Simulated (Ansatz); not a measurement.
Worked example: self-consistent single point of a (100) slab of Ba2H3I (cut from a parent of space group no. 164; 12 atoms in the cell) in Ansatz (a quantum-chemistry and plane-wave program).

Computed with LDA (PW92), default PAW files made with PBE (plane waves; Ansatz).

```xyz
12
Lattice="4.5137 0.0000 0.0000 0.0000 8.0790 0.0000 0.0000 0.0000 20.5150" Properties=species:S:1:pos:R:3 pbc="T T T"
Ba     1.1284     5.5318     7.0000
Ba     1.1284     2.5471     9.6060
H      1.1284     2.8769     7.0000
H      1.1284     5.2020     9.6060
H      3.3853     4.0395     8.3030
I      3.3853     0.0000     8.3030
Ba     3.3853     5.5318    10.9090
Ba     3.3853     2.5471    13.5150
H      3.3853     2.8769    10.9090
H      3.3853     5.2020    13.5150
H      1.1284     4.0395    12.2120
I      1.1284     0.0000    12.2120
```

Reference input (self-consistent single point, DFT, LDA (PW92), plane waves, default PAW files made with PBE): basis.ecutwfc = 420 eV; kpoints.mp_grid.grid = 5 3 1; hamiltonian.xc = lda; hamiltonian.pseudopotentials = {kind: paw} (the program's default PAW files); scf.occupations.method = fermi_dirac; scf.occupations.width = 0.05 eV. This run's input differs from it in these lines:

Ansatz 0.2 input:
```diff
@@ -21,3 +21,3 @@
 kpoints:
-  mp_grid: { grid: [5, 3, 1] }
+  mp_grid: { grid: [6, 4, 1] }
 hamiltonian:
```

Output (repeated stretches shortened):

```
SCF iter   1: F=—  HF=-37930.549861 eV  |F-HF|=—  |Δ(HF+E_count)|=         —  Δρ=5.23e-3  dr2=2.18e-1  ethr=1.77e-3  ⟨swp⟩=16.8  Hψ=4582  notcnv=0  defer=2
all-band conjugate gradients solve this SCF's bands
preconditioner: auto → Resta (q_TF=auto, 1.880 Å⁻¹)
SCF iter   2: F=—  HF=-37930.494066 eV  |F-HF|=—  |Δ(HF+E_count)|=   5.58e-2  Δρ=1.59e-3  dr2=1.90e-2  ethr=2.73e-4  ⟨swp⟩=3.9  Hψ=1063  notcnv=0  defer=34
   [... lines left out ...]
SCF iter   4: F=—  HF=-37930.493871 eV  |F-HF|=—  |Δ(HF+E_count)|=   1.98e-4  Δρ=2.17e-4  dr2=3.63e-4  ethr=4.30e-6  ⟨swp⟩=2.1  Hψ=861  notcnv=0  defer=34
SCF iter   5: F=—  HF=-37930.494049 eV  |F-HF|=—  |Δ(HF+E_count)|=   1.78e-4  Δρ=4.04e-5  dr2=1.58e-5  ethr=4.54e-7  ⟨swp⟩=2.4  Hψ=1110  notcnv=0  defer=34
SCF iter   6: F=—  HF=-37930.494140 eV  |F-HF|=—  |Δ(HF+E_count)|=   9.13e-5  Δρ=1.06e-5  dr2=1.01e-6  ethr=1.97e-8  ⟨swp⟩=2.1  Hψ=1093  notcnv=0  defer=34
SCF iter   7: F=-37930.494141 eV  HF=-37930.494141 eV  |F-HF|=4.61e-8  |Δ(HF+E_count)|=   7.36e-7  Δρ=3.04e-6  dr2=7.53e-8  ethr=1.25e-10  ⟨swp⟩=17.4  Hψ=4064  notcnv=0
SCF 1 converged in 7 iterations: F = -37930.494141 eV  dr2 = 7.53e-8
Free energy (F): -37930.494141 eV
Internal energy: -37930.494135 eV  (E = F + TS)
E sigma→0 (E₀):  -37930.494138 eV
Entropy (-TS):   -0.000006 eV (-0.000 meV/atom)
Fermi energy:    1.126108 eV
--- Forces (eV/Å), atoms counted from 1 ---
  atom   1  Ba    -0.00000000    -0.88610701     1.50927617
  atom   2  Ba     0.00000000    -0.07016818    -0.40449633
  atom   3  H     -0.00000000     0.67907900     0.05933550
  atom   4  H      0.00000000     0.01199275    -0.27285910
  atom   5  H      0.00000000     0.61053399    -0.01846001
  atom   6  I      0.00000000    -0.46042171    -0.21517196
  atom   7  Ba    -0.00000000     0.07016818     0.40449633
  atom   8  Ba     0.00000000     0.88610701    -1.50927617
   [... lines left out ...]
  atom  12  I     -0.00000000     0.46042171     0.21517196
--- Stress (GPa, compression-positive) ---
       -0.813526      -0.000000       0.000000
       -0.000000      -2.291920       0.179564
        0.000000       0.179564      -1.804719
  P = ⅓ Tr σ = -1.6367 GPa (-16.367 kbar)
  The stress holds the Pulay correction. Without it, at fixed plane waves, as pw.x and ABINIT print it: P = -1.6524 GPa
```

The run converged in 7 iterations. Against the reference run the free energy hardly moves (within 1 meV/atom), the largest force moves little (1.749 to 1.750 eV/Å) and the gap on the mesh goes from 1.161 to 1.143 eV.

The starting cell comes from a database of computed structures (which also holds hypothetical and non-ambient phases and stackings), without a prior relaxation at this level. The slab is cut from that crystal, and its faces are unrelaxed. Its lattice was rescaled by up to half a per cent. Spin-orbit coupling is off. Spin polarisation is off, though cut faces can carry moments; a gap of a slab can lie between surface states. Forces in this geometry exceed 1 eV/Å.

Cost on one core of a shared machine: roughly 40 s.
